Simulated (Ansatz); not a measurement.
Ti, response to strain

The reference is Ti in the hcp (Mg type) structure (space group P6_3/mmc, No. 194; a = 2.864 Å, c = 4.537 Å; relaxed with 0.1 eV smearing).

Strains are applied to the cell and any free atomic positions relax.

All numbers come from LDA (Ansatz, a first-principles code, PAW, scalar-relativistic without spin-orbit coupling).

Notes on the quantities. energy relative to the base: free energy F; pressure: mean of the normal stresses, compression positive.

```csv
variant,energy relative to the base,shortest interatomic distance,pressure
base,0 meV/atom,5.305 bohr,0.0 GPa
isotropic strain −3.00 %,+55 meV/atom,5.146 bohr,13.5 GPa
isotropic strain −2.50 %,+38 meV/atom,5.173 bohr,10.9 GPa
isotropic strain −2.00 %,+24 meV/atom,5.199 bohr,___
isotropic strain −1.00 %,+5.9 meV/atom,5.252 bohr,4.0 GPa
isotropic strain +0.50 %,___,5.332 bohr,-1.8 GPa
isotropic strain +1.50 %,+12 meV/atom,5.385 bohr,-5.2 GPa
isotropic strain +2.00 %,___,5.411 bohr,___
isotropic strain +2.50 %,+34 meV/atom,5.438 bohr,-8.2 GPa
isotropic strain +3.00 %,+48 meV/atom,5.464 bohr,-9.6 GPa
```

Task: What belongs in the blanks?

Result: 
- isotropic strain −2.00 %, pressure: 8.5 GPa
- isotropic strain +0.50 %, energy relative to the base: +1.4 meV/atom
- isotropic strain +2.00 %, energy relative to the base: +22 meV/atom
- isotropic strain +2.00 %, pressure: -6.7 GPa

No phonon test of stability was made. All final runs are without spin polarisation.
